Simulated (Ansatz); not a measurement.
TiSi (model structure, started from the CsCl type, Pm-3m, No. 221, 2 atoms in the cell), treated with r²SCAN (Ansatz, a first-principles code, plane waves, PAW).

Numerical settings: plane-wave cutoff 560 eV, 18×18×18 k mesh, Fermi–Dirac smearing 0.05 eV, no spin polarisation, scalar-relativistic PAW data made under PBE.

Cell (relaxed at this level):

Space group Pm-3m (No. 221); a = b = c = 3.1001 Å, α = β = γ = 90.00°

| atom | site | symmetry | x | y | z |
|---|---|---|---|---|---|
| Ti | 1a | m-3m | 0.0000 | 0.0000 | 0.0000 |
| Si | 1b | m-3m | 0.5000 | 0.5000 | 0.5000 |

**Question.** What does this level give for the bulk modulus B0?

**Answer.** 
- bulk modulus B0 = 130 GPa

Note: the bulk modulus is −V dP/dV from two relaxed cells at ±2 % in volume; the relaxation could raise the start's symmetry but not lower it, so the cell can be a saddle point.

The computed numbers hold no vibrational or temperature effects.

Computing time: very roughly 50 core-seconds.

A model structure was made by putting elements into a prototype or built by hand; it is no filed structure, need not be a known phase, and can be a saddle point held by its symmetry.
